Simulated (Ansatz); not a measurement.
We consider AlN (Fm-3m, No. 225, 2 atoms in the cell; start mp-1330; high-pressure phase), described by LDA in Ansatz (PAW).

Settings: plane-wave cutoff 500 eV, 16×16×16 k mesh, gaussian smearing 0.02 eV, scalar-relativistic PAW data made under PBE.

Cell (relaxed at this level):

AlN has the cubic space group Fm-3m (No. 225), the rock salt structure, Pearson symbol cF8. Conventional cell: a = b = c = 4.011 Å, α = β = γ = 90.00°. Al on 4b is coordinated by 6 N at 2.006 Å (octahedral). N on 4a sees 6 Al at 2.006 Å (octahedral). (Neighbours: up to the widest gap in distance over summed covalent radii, below 1.35, at either atom; cation-cation and far metal-metal contacts left out.)
(The calculation used a cell of 2 atoms; values per cell refer to that cell.)

What does this level give for the band gap?


- band gap: 4.71 eV (on the SCF k mesh)

Note: the relaxation could not lower the start's symmetry, so the cell can be a saddle point above a distorted one.

The result took around 14 core-seconds (rough).

A start named mp-… is a Materials Project structure, which need not be a measured phase.

Ansatz is a first-principles code.
